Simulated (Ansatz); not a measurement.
Consider SrTiO$_{3}$ in the cubic perovskite structure (space group Pm-3m, No. 221; a = 3.891 Å). Axes: x, y, z lie along the cube axes.

Level of theory: plane-wave PAW DFT at the PBEsol level (Ansatz, an electronic-structure program, 420 eV), without spin-orbit coupling.

For the base:

Smallest direct gap: 2.19 eV
Band gap: 1.85 eV

Modification: a pure shear with ε_xy = ε_yx = 0.0100, atoms relaxed at fixed cell.

**Question.** What does the calculation give for the smallest direct gap, band gap and energy relative to the base after the change?

**Answer.** The smallest direct gap falls by 0.09 eV, from 2.19 eV to 2.10 eV; the band gap drops by 0.05 eV (1.85 eV → 1.80 eV); the energy rises by 1.7 meV/atom.

The cells carry an imposed strain or load. Stability against distortions was not tested. All final runs are without spin polarisation. Many cubic perovskites are stable only at high temperature; tilts and polar distortions were not tested.
